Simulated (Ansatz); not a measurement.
## W: pressure series

Take W (space group Pm-3n, No. 223; a = 5.033 Å) as the base.

Cell and atoms are relaxed at each pressure.

Method: Kohn–Sham DFT with the PBEsol functional, run in Ansatz (a program for electronic structure) with PAW and 420 eV plane waves, no SOC, earlier PAW set.

```json
[
 {"P (GPa)": "-2.01", "V (Å³/atom)": "16.042"},
 {"P (GPa)": "-1.01", "V (Å³/atom)": "15.991"},
 {"P (GPa)": "0.30", "V (Å³/atom)": "15.924"},
 {"P (GPa)": "0.70", "V (Å³/atom)": "15.905"},
 {"P (GPa)": "1.49", "V (Å³/atom)": "15.865"},
 {"P (GPa)": "3.00", "V (Å³/atom)": "15.792"},
 {"P (GPa)": "5.00", "V (Å³/atom)": "15.698"},
 {"P (GPa)": "7.50", "V (Å³/atom)": "15.584"},
 {"P (GPa)": "10.00", "V (Å³/atom)": "15.473"}
]
```

Task: Fit a third-order Birch–Murnaghan equation of state.

Result: Least squares on P(V) = (3B₀/2)[(V₀/V)^(7/3) − (V₀/V)^(5/3)]·[1 + (3/4)(B₀′ − 4)((V₀/V)^(2/3) − 1)] gives V₀ = 15.94 Å³/atom, B₀ = 317 GPa and B₀′ = 4.1.

Load acts through the strain it causes; cell and atoms are relaxed under it. No phonon test of stability was made. Competing high-pressure phases were not computed. All final runs are without spin polarisation. This is not the structure that W has at room temperature and ambient pressure.
